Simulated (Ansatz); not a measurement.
## Response to strain in ZnSiP2

Start from ZnSiP$_{2}$ in the chalcopyrite structure (space group I-42d, No. 122; a = 5.419 Å, c = 10.540 Å). Axes: x, y, z lie along a, b, c of the conventional cell.

Strains are applied to the cell and any free atomic positions relax; under biaxial strain the out-of-plane vector relaxes too.

The values are results of PBE (Ansatz, a program for electronic structure), no spin-orbit coupling, not measurements.

Candidates:
(a) biaxial strain −0.75 %, plane normal [001], relaxed out of plane
(b) biaxial strain −1.50 %, plane normal [001], relaxed out of plane
(c) biaxial strain −2.25 %, plane normal [001], relaxed out of plane

### Question
Order them by out-of-plane strain, lowest first.

### Answer
(a) biaxial strain −0.75 %, plane normal [001], relaxed out of plane (+0.69 %), (b) biaxial strain −1.50 %, plane normal [001], relaxed out of plane (+1.36 %), (c) biaxial strain −2.25 %, plane normal [001], relaxed out of plane (+2.03 %)

Stability against distortions was not tested.
